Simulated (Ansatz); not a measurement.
```
CELL_PARAMETERS angstrom
      0.00000     1.80270     1.80270
      1.80270     0.00000     1.80270
      1.80270     1.80270     0.00000
ATOMIC_POSITIONS crystal
  Cu 0.00000 0.00000 0.00000
```

No spin polarisation.

Level of theory: Kohn–Sham DFT with the PBE functional, run in Ansatz (a quantum-chemistry and plane-wave program) with PAW and 420 eV plane waves, scalar-relativistic without spin-orbit coupling, earlier PAW set. Settings: 31×31×31 k-points, 0.1 eV Fermi–Dirac smearing.

### Question
Predict the band gap, space group and pressure.

### Answer
* **Band gap**: zero
* **Space group**: Fm-3m (No. 225)
* **Pressure**: 2.9 GPa

The cells carry an imposed strain or load. Stability against distortions was not tested. The final runs are not spin-polarised. The cell was made from Cu in the fcc (Cu type) structure (space group Fm-3m, No. 225) by this change: isotropic strain −0.65 %.
